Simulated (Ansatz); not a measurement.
Take SiC in the wurtzite structure (space group P6_3mc, No. 186) as the base.

```yaml
crystal:
  lattice:
    - [3.09195, 0.00000, 0.00000]
    - [-1.54598, 2.67771, 0.00000]
    - [0.00000, 0.00000, 5.07427]
  atoms:
    - { symbol: Si, position: [0.33333, 0.66667, 0.99958] }
    - { symbol: Si, position: [0.66667, 0.33333, 0.49958] }
    - { symbol: C, position: [0.33333, 0.66667, 0.37542] }
    - { symbol: C, position: [0.66667, 0.33333, 0.87542] }
```

Cartesian axes are those of the cell as printed.

Level of theory: plane-wave PAW DFT at the PBE level (Ansatz, a first-principles code, 420 eV), no spin-orbit coupling.

Base values:

- Volume per atom = 10.50 Å³

It is then changed as follows: compressive biaxial strain of 3.00 % in the plane normal to [001], as in epitaxy on a mismatched substrate; the out-of-plane cell vector and the atoms relax.

### Question
Estimate the effect on the in-plane stress.

### Answer
The mean in-plane stress (compression positive) comes out as +19.8 GPa.

### Question
Predict the new volume per atom.

### Answer
The volume per atom drops by 0.56 Å³ (10.50 Å³ → 9.94 Å³).

No phonon test of stability was made.
